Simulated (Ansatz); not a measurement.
Input and output of a self-consistent single point for H4BrN (R3m, 6 atoms in the cell) (Ansatz, a program for electronic structure).

Level of theory: LDA (PW92), default PAW files made with PBE (plane waves; Ansatz).

```yaml
crystal:
  lattice:
    - [4.01210, 0.00000, 0.00000]
    - [0.00000, 4.01210, 0.00000]
    - [0.00000, 0.00000, 4.01210]
  atoms:
    - { symbol: H, position: [0.14921, 0.14921, 0.85079] }
    - { symbol: H, position: [0.14921, 0.85079, 0.14921] }
    - { symbol: H, position: [0.85798, 0.85798, 0.85798] }
    - { symbol: H, position: [0.85079, 0.14921, 0.14921] }
    - { symbol: Br, position: [0.50000, 0.50000, 0.50000] }
    - { symbol: N, position: [0.00000, 0.00000, 0.00000] }
```

Reference input (self-consistent single point, DFT, LDA (PW92), plane waves, default PAW files made with PBE): basis.ecutwfc = 420 eV; kpoints.mp_grid.grid = 6 6 6; hamiltonian.xc = lda; hamiltonian.pseudopotentials = {kind: paw} (the program's default PAW files); scf.occupations.method = fixed. This run's input differs from it in these lines:

Ansatz 0.2 input:
```diff
@@ -13,3 +13,3 @@
 basis:
-  ecutwfc: 420.0
+  ecutwfc: 380.0
 kpoints:
```

Output, abridged:

```
SCF iter   1: F=—  HF=-3133.493164 eV  |F-HF|=—  |Δ(HF+E_count)|=         —  Δρ=7.74e-3  dr2=1.85e-2  ethr=1.77e-3  ⟨swp⟩=5.7  Hψ=2154  notcnv=0  defer=117
all-band conjugate gradients solve this SCF's bands
preconditioner: auto → none
SCF iter   2: F=—  HF=-3133.489093 eV  |F-HF|=—  |Δ(HF+E_count)|=   4.07e-3  Δρ=3.16e-3  dr2=3.51e-3  ethr=1.16e-4  ⟨swp⟩=2.2  Hψ=813  notcnv=0  defer=123
SCF iter   3: F=—  HF=-3133.488406 eV  |F-HF|=—  |Δ(HF+E_count)|=   6.87e-4  Δρ=1.55e-3  dr2=1.32e-3  ethr=2.19e-5  ⟨swp⟩=2.0  Hψ=684  notcnv=0  defer=124
SCF iter   4: F=—  HF=-3133.488006 eV  |F-HF|=—  |Δ(HF+E_count)|=   4.00e-4  Δρ=1.39e-4  dr2=5.47e-6  ethr=8.27e-6  ⟨swp⟩=2.0  Hψ=683  notcnv=0  defer=123
SCF iter   5: F=—  HF=-3133.488007 eV  |F-HF|=—  |Δ(HF+E_count)|=   1.06e-6  Δρ=5.05e-5  dr2=1.27e-6  ethr=3.42e-8  ⟨swp⟩=2.7  Hψ=696  notcnv=0  defer=53
SCF iter   6: F=—  HF=-3133.488006 eV  |F-HF|=—  |Δ(HF+E_count)|=   3.56e-7  Δρ=1.73e-5  dr2=1.33e-7  ethr=7.92e-9  ⟨swp⟩=2.2  Hψ=559  notcnv=0  defer=53
SCF iter   7: F=-3133.488006 eV  HF=-3133.488006 eV  |F-HF|=1.04e-9  |Δ(HF+E_count)|=   3.92e-8  Δρ=2.32e-6  dr2=1.57e-9  ethr=6.25e-10  ⟨swp⟩=11.2  Hψ=2569  notcnv=0
SCF 1 converged in 7 iterations: F = -3133.488006 eV  dr2 = 1.57e-9
Free energy (F): -3133.488006 eV
Internal energy: -3133.488006 eV  (E = F + TS)
E sigma→0 (E₀):  -3133.488006 eV
Fermi energy:    0.837786 eV
--- Forces (eV/Å), atoms counted from 1 ---
  atom   1  H      0.30444617     0.30444617    -0.26830461
  atom   2  H      0.30444617    -0.26830461     0.30444617
  atom   3  H     -1.48900834    -1.48900834    -1.48900834
  atom   4  H     -0.26830461     0.30444617     0.30444617
  atom   5  Br    -0.02522550    -0.02522550    -0.02522550
  atom   6  N      1.17364312     1.17364312     1.17364312
--- Stress (GPa, compression-positive) ---
        1.214008       1.855565       1.855565
        1.855565       1.214008       1.855565
        1.855565       1.855565       1.214008
  P = ⅓ Tr σ = 1.2140 GPa (12.140 kbar)
  The stress holds the Pulay correction. Without it, at fixed plane waves, as pw.x and ABINIT print it: P = 0.1914 GPa
```

The run converged in 7 iterations. Against the reference run the free energy rises by 6.7 meV/atom, the pressure moves little (1.18 to 1.21 GPa), the largest force hardly changes (2.574 to 2.579 eV/Å) and the gap on the mesh hardly changes (3.895 to 3.894 eV).

The starting cell comes from a database of computed structures (which also holds hypothetical and non-ambient phases and stackings), without a prior relaxation at this level. Its lattice was rescaled by up to half a per cent. One atom was moved a little off its site on purpose. Forces in this geometry exceed 1 eV/Å. Ansatz's pressure includes its estimate of the finite-basis (Pulay) stress. Without the estimate this run gives 0.19 GPa. The cutoff lies below the one recommended for these files.
